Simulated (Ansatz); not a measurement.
Levels about the gap of amorphous Si20B10N30Hf (61 atoms in a cell of 757 Å³, 2.78 g/cm³; zone centre alone, so wide bands show as single levels with stretches between that a denser mesh fills), at the geometry that PBE relaxed, where it gives 0.0 GPa on a denser mesh. The participation number counts the atoms over which a state spreads; weights are charges in smoothed Voronoi cells. The levels come from a single point, so bond lengths are those of that geometry. Method of the levels: PBE, scalar-relativistic without spin-orbit coupling (Ansatz, an electronic-structure program). Sampling: the zone centre alone; Fermi-Dirac width 0.02 eV; no spin polarisation. The usual formal charges leave 24 electrons over, so the level spacing at the Fermi energy parts defect or band states and needn't be the band gap.

It comes from a melt-quench run on a machine-learned potential (CHGNet), relaxed afterwards by DFT. N atoms were pushed apart under 1.9 Å during the dynamics, to hinder bonds among them. The hot cell started wider than the set density and was brought back towards it in steps. It is the lowest in DFT energy of 2 quenches. It is a model cell: composition and starting density were chosen by hand, and all elements were melted together. No dispersion term was used. Its density started from a set value of 2.70 and ended at 2.78 g/cm³. Cooling (nominally 760 K/ps over its main leg) ran many orders faster than in experiment, which tends to leave more defects and strain. A cell of this size samples the disorder only roughly. Volume and shape were free in the relaxation. On a 2×2×2 Γ-centred mesh force components of up to 0.29 eV/Å stay, since the relaxation ran on the zone centre alone.

```
E - E(highest filled), eV  filling  participation number        largest on  weight N  weight Si  weight B  weight Hf
-------------------------  -------  --------------------  ----------------  --------  ---------  --------  ---------
-1.15                       filled                  30.9   N, 3 neighbours      0.69       0.22      0.08       0.01
-0.98                       filled                  16.1   N, 3 neighbours      0.71       0.23      0.06       0.01
-0.88                       filled                  18.9   N, 3 neighbours      0.68       0.25      0.06       0.01
-0.71                       filled                  29.6  Si, 2 neighbours      0.50       0.39      0.10       0.01
-0.53                       filled                  26.2   N, 3 neighbours      0.53       0.33      0.11       0.03
-0.27                       filled                  28.0  Si, 2 neighbours      0.45       0.44      0.09       0.02
0.00                        filled                  20.9  Si, 3 neighbours      0.42       0.48      0.10       0.01
0.61                         empty                  12.6  Si, 3 neighbours      0.30       0.52      0.14       0.03
1.19                         empty                   9.8  Si, 3 neighbours      0.31       0.50      0.18       0.01
1.27                         empty                  13.2   B, 3 neighbours      0.29       0.33      0.21       0.16
2.03                         empty                  18.3   B, 3 neighbours      0.32       0.32      0.35       0.01
2.19                         empty                  31.5   B, 3 neighbours      0.32       0.43      0.18       0.06
2.23                         empty                  15.8  Si, 2 neighbours      0.32       0.47      0.12       0.10
2.46                         empty                  29.3  Hf, 5 neighbours      0.33       0.34      0.24       0.09
```

Most localised among these is the empty level at +1.19 eV, on a Si atom, which has 3 neighbours (N 1.73 Å, N 1.76 Å, B 2.02 Å).
